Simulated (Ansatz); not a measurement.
Given:

```xyz
4
Lattice="7.0898 0.0000 0.0000 0.0000 7.5276 0.0000 0.0000 3.7638 2.1730" Properties=species:S:1:pos:R:3 pbc="T T T"
Cd     3.5453     2.5092     0.0000
Cd     0.0004     5.0184     0.0000
Se     0.8798     2.5092     0.0000
Se     4.4247     5.0184     0.0000
```

Space group of this cell: P6_3mc, wurtzite. The cell is taken as given.

Transport runs along the normal of the first two printed cell vectors, the (110) plane of the conventional cell.

The gap is the functional's own, uncorrected, and κ follows it; spin-orbit coupling is left out. Mid-gap values are interpolated between the computed energies.

**Question.** Compute, with Ansatz (an electronic-structure program) with r2SCAN, the band gap and the smallest decay constant κ at mid-gap.

**Answer.** Gap 1.09 eV on a 4×14×14 mesh; κ = 0.083 1/Å, at the zone centre.
